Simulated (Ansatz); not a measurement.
L1₂ (Cu3Au-type) Al3Sc, treated with PBE-D3(BJ) (Ansatz, an electronic-structure program, PAW).

Run with plane-wave cutoff 520 eV, 14×14×14 k mesh, Fermi–Dirac smearing 0.05 eV, scalar-relativistic PAW data made under PBE.

Pressure at four volumes; x = ln(V/16.599 Å³). One pressure is withheld.

```json
[
 {"V (Å³/atom)": "15.603", "x": "-0.0619", "P (GPa)": "?"},
 {"V (Å³/atom)": "15.935", "x": "-0.0408", "P (GPa)": "4.19"},
 {"V (Å³/atom)": "16.599", "x": "0.0000", "P (GPa)": "0.00"},
 {"V (Å³/atom)": "17.595", "x": "0.0583", "P (GPa)": "-4.87"}
]
```

### Question
Pass a parabola P(x) through the three rows shown, estimate the bulk modulus and its pressure derivative near zero pressure, and predict the withheld pressure.

### Answer
Slopes between the rows: (0.00 − (4.19))/(0.0000 − (-0.0408)) = -102.70 and (-4.87 − (0.00))/(0.0583 − (0.0000)) = -83.53 GPa. Their difference over the span 0.0991 is c = 19.17/0.0991 = 193.4 GPa, so P(x) = 4.19 + (-102.70)(x − (-0.0408)) + 193.4 (x − (-0.0408))(x − (0.0000)). At the middle row B = −dP/dx = −[-102.70 + 193.4 × 0.0408] = 94.8 GPa, and B′ = dB/dP = 2c/B = 4.1. At x = -0.0619 the parabola gives 6.61 GPa; the run gives 6.62 GPa. The Birch–Murnaghan fit to the energies at all volumes has B0 = 94.3 GPa and B′ = 4.1.

Measured, for comparison: bulk modulus 91.5 ± 1 GPa (298 K, no zero-point or thermal correction, polycrystal; as tabulated in A Combined Experimental and First-Principles Based Assessment of …). Computed (rounded) less measured: bulk modulus +3 %. A static lattice is as a rule a little smaller and stiffer than an uncorrected measurement, which narrows the difference in the bulk modulus and would widen misses of the other sign.
